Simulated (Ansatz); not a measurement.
Take Al2O3 in the corundum structure (space group R-3c, No. 167; a = 4.774 Å, c = 13.015 Å (hexagonal axes)) as the base.

Computed with plane-wave PAW DFT at the PBEsol level (Ansatz, a first-principles code, 420 eV), no SOC.

Strains are applied to the cell and any free atomic positions relax.

One change was made to it. Results:

The mean gap deformation potential ΔEg/Δln V amounts to -12.5 eV; the valence-band top at Γ (three highest levels, from the VBM) changes from 0.00, -0.04, -0.04 eV to 0.00, -0.07, -0.07 eV; the energy increases by 32 meV/atom; the pressure (mean of the normal stresses, compression positive) goes from zero to 18.94 GPa.

Task: Name the change that was made.
A) isotropic strain −2.25 %
B) isotropic strain −3.00 %
C) isotropic strain −1.50 %
D) isotropic strain −0.75 %

Result: A, isotropic strain −2.25 %. For comparison, the valence-band top at Γ in the other runs: isotropic strain −1.50 % gives 0.00, -0.06, -0.06 eV; isotropic strain −0.75 % gives 0.00, -0.05, -0.05 eV; isotropic strain −3.00 % gives 0.00, -0.08, -0.08 eV.

Semilocal Kohn–Sham gaps tend to fall short of experiment. No phonon test of stability was made.
